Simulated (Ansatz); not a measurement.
The parent structure is C in the diamond structure (space group Fd-3m, No. 227; a = 3.554 Å).

Computed with PBEsol (Ansatz, an electronic-structure program; PAW; 420 eV plane waves; no spin-orbit coupling).

Strains are applied to the cell and any free atomic positions relax.

One change was made to it. Results:

The band gap grows by 0.14 eV, from 4.03 eV to 4.17 eV; the width of the top valence band increases by 0.544 eV to 9.06 eV; the energy rises by 30 meV/atom.

Which change produced these results?
A) isotropic strain +2.00 %
B) isotropic strain +1.50 %
C) isotropic strain +0.50 %
D) isotropic strain −2.00 %
E) isotropic strain −1.00 %

D, isotropic strain −2.00 %. For comparison, the band gap in the other runs: isotropic strain +2.00 % gives 3.91 eV; isotropic strain −1.00 % gives 4.10 eV; isotropic strain +1.50 % gives 3.94 eV; isotropic strain +0.50 % gives 4.00 eV.

Stability against distortions was not tested.
